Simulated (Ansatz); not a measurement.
A computed series for ScAl3: response to strain

Take ScAl3 in the Cu3Au type structure (space group Pm-3m, No. 221) as the base.

```
ScAl3
1.0
    4.08609     0.00000     0.00000
    0.00000     4.08609     0.00000
    0.00000     0.00000     4.08609
Al Sc
3 1
Direct
  0.00000   0.50000   0.50000
  0.50000   0.50000   0.00000
  0.50000   0.00000   0.50000
  0.00000   0.00000   0.00000
```

Strains are applied to the cell and any free atomic positions relax.

Calculations: Ansatz (an electronic-structure program), r2SCAN, PAW, cutoff 500 eV, no spin-orbit coupling.

Notes on the quantities. energy relative to the base: free energy F.

| isotropic strain (%) | energy relative to the base (meV/atom) |
|---|---|
| -3.47 | 60.1 |
| 0 | 0.0 |
| 0.62 | ? |
| 4.29 | 73.0 |
| 4.86 | 92.0 |

Task: Fit ΔE = Aε² + Bε³ (ε in %) to the rows shown and predict the withheld row.

Result: Least squares on the printed values gives A = 4.53 and B = -0.13 meV/atom (largest residual 0.0 meV/atom); this predicts 1.7 meV/atom, and the run gives 1.7 meV/atom, in agreement.

Whether these cells are dynamically stable was not tested. All final runs are without spin polarisation.
